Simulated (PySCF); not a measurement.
PySCF 2.14.0, PBE/def2-tzvp, df: Hf(F)2(SH)2 ([F][Hf]([F])([SH])[SH]), 7 atoms. The geometry is a generated start, not checked to be a minimum at this level.

```json
{
 "task": "energy",
 "method": "pbe",
 "basis": "def2-tzvp",
 "two_electron_scheme": "density fitting",
 "mol.max_memory": "3000 MB",
 "mf.max_cycle": "100",
 "mf.init_guess": "minao (default)",
 "mf.DIIS": "CDIIS (default)",
 "mf.conv_tol": "1e-09 (default)",
 "mf.grids.level": "3 (default)",
 "effective_core_potentials": "those of the basis set, past Kr",
 "basis_functions": "188",
 "grid_points": "109696"
}
```

```xyz
7

Hf    -0.4763     0.0911    -0.2029
F      0.9944    -0.8595    -0.9128
F      0.4463     0.5156     1.3969
S     -0.0216     2.2064    -1.3511
H      1.1787     2.0020    -0.7723
S     -1.6730    -1.8540     0.6803
H     -0.4485    -2.1015     1.1619
```

Charge 0 and multiplicity 1 are set for this test and not shown to be the ground state.

One run each on 2 threads, 1 BLAS thread. Values of diis_space tried: 3, 5, 8 (default), 12, 20.

Question: Which value of diis_space needs the fewest Fock builds, and what happens away from it?

Answer: Fewest Fock builds, within one of each other: 8 (default) with 14, 12 with 14, 20 with 14. The count rises to 24 at 3. All converge to one solution.

```json
[
 {"diis_space": "3", "Fock builds": "24", "end": "same solution"},
 {"diis_space": "5", "Fock builds": "18", "end": "same solution"},
 {"diis_space": "8 (default)", "Fock builds": "14", "end": "same solution"},
 {"diis_space": "12", "Fock builds": "14", "end": "same solution"},
 {"diis_space": "20", "Fock builds": "14", "end": "same solution"}
]
```
